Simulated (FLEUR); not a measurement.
Worked example: self-consistent single point of InCu₃ (P6_3/mmc, 8 atoms in the cell) in FLEUR.

Level of theory: PBEsol, all-electron FLAPW (FLEUR), scalar-relativistic valence run with FLEUR.

The change in words: lattice scaled by 0.98. Reference geometry:
```yaml
crystal:
  lattice:
    - [5.56792, 0.00000, 0.00000]
    - [-2.78396, 4.82196, 0.00000]
    - [0.00000, 0.00000, 4.42199]
  atoms:
    - { symbol: In, position: [0.33333, 0.66667, 0.75000] }
    - { symbol: In, position: [0.66667, 0.33333, 0.25000] }
    - { symbol: Cu, position: [0.15638, 0.31276, 0.25000] }
    - { symbol: Cu, position: [0.84362, 0.68724, 0.75000] }
    - { symbol: Cu, position: [0.84362, 0.15638, 0.75000] }
    - { symbol: Cu, position: [0.15638, 0.84362, 0.25000] }
    - { symbol: Cu, position: [0.68724, 0.84362, 0.25000] }
    - { symbol: Cu, position: [0.31276, 0.15638, 0.75000] }
```

Reference input (self-consistent single point, DFT, PBEsol, all-electron FLAPW (FLEUR), scalar-relativistic valence): Kmax = 4.4 1/bohr; GmaxXC = 13.2 1/bohr; xcFunctional = PBEs; jspins = 1; l_soc = F; mode = hist; fermiSmearingEnergy = 0.00183747 Htr; mesh (inpgen div1-3) = 5 5 5; inpgen gamma flag = false; Gmax = 13.2 1/bohr; numbands = 0; maxIterBroyd = 15. This run's input differs from it in these lines:

```diff
@@ -3,5 +3,5 @@
 &input film=f /
-10.5218405755 -0.0000001432 0.0000000000
--5.2609201637 9.1121813046 0.0000000000
-0.0000000000 0.0000000000 8.3563424669
+10.3114042976 -0.0000001070 0.0000000000
+-5.1557020561 8.9299381239 0.0000000000
+0.0000000000 0.0000000000 8.1892150885
 1.0
@@ -50,5 +50,5 @@
          <bravaisMatrix>
-            <row-1>   10.5218405755000006    -0.0000001432000000     0.0000000000000000</row-1>
-            <row-2>   -5.2609201636999998     9.1121813046000000     0.0000000000000000</row-2>
-            <row-3>    0.0000000000000000     0.0000000000000000     8.3563424668999993</row-3>
+            <row-1>   10.3114042975999993    -0.0000001070000000     0.0000000000000000</row-1>
+            <row-2>   -5.1557020561000000     8.9299381238999995     0.0000000000000000</row-2>
+            <row-3>    0.0000000000000000     0.0000000000000000     8.1892150884999992</row-3>
          </bravaisMatrix>
```

Output, abridged:

```
 Iteration:     1   Distance:      32.96625640 me/bohr^3
 Iteration:     2   Distance:      22.75508036 me/bohr^3
 Iteration:     3   Distance:       6.42817669 me/bohr^3
 Iteration:     4   Distance:       5.95638313 me/bohr^3
 Iteration:     5   Distance:       3.29550250 me/bohr^3
   [... 10 lines left out ...]
 Iteration:    16   Distance:       0.00008247 me/bohr^3
 Iteration:    17   Distance:       0.00002815 me/bohr^3
 Iteration:    18   Distance:       0.00001035 me/bohr^3
 Iteration:    19   Distance:       0.00000519 me/bohr^3
 Reset of history
 Run finished successfully
 Stop message:
   Structural relaxation: new displacements generated

[file out, last iteration]
             iter=     20
[...]
          total density-effective poten   -3.5186388811E+04
          total charge density-energy d   -7.1244150883E+02
 Updated energy parameters for spin:           1
[...]
 fermi energy and band-weighting factors:

[...]
FERMIE:
          first approx. to ef    (T=0)  :   0.333684 htr   (energy of the highest occ. eigenvalue)
          number of occ. states  (T=0)  :        693
          first approx. to seigv (T=0)  :  11.191125 htr
          sum of weights of occ. states :  46.032000
          sum of semicore charge        :   0.000000 e
FERHIS:  Fermi-Energy by histogram:
          bandgap                     :   0.003318 htr
   [... lines left out ...]
          charge neutrality (T=0)     :   0.064000    (zero if the highest occ. eigenvalue is "entirely" occupied)
     EF_NEWTON:  Adjust Fermi-Energy by Newton-Method.
 Direct bandgap for spin            1 :    7.6291138440920947E-003  Htr
 ---->    free energy=                    -21683.4924492558 htr
   [... lines left out ...]
      extrapolation for T->0
 ---->    total electron energy=          -21683.4921543491 htr
 ***** TOTAL FORCES ON ATOMS *****
 TOTAL FORCE FOR ATOM TYPE=  1  X=  5.156   Y= -2.977   Z= -2.047
                       FX_TOT= 0.000000 FY_TOT= 0.000000 FZ_TOT= 0.000000
 TOTAL FORCE FOR ATOM TYPE=  2  X=  0.000   Y=  2.793   Z=  2.047
                       FX_TOT= 0.000000 FY_TOT=-0.000210 FZ_TOT= 0.000000
```

The run converged in 19 iterations. FLEUR gives forces in its relaxation mode, with a further iteration, so its stop message speaks of a relaxation. 

The starting cell comes from a database of computed structures (which also holds hypothetical and non-ambient phases and stackings), without a prior relaxation at this level. Its lattice was rescaled by a random factor within 2.5 % of one. For this run, on top of that: lattice scaled by 0.98. Spin polarisation is off. Values depend on the basis (sphere radii, cutoffs, local orbitals), which need not be converged. The log's line on a gap gives a spacing of levels on this mesh, which the program prints for metals too.

These are the values that this program gave, and no reference: the default basis lacks the next d shell.

Cost on one core of a shared machine: roughly 5 min.
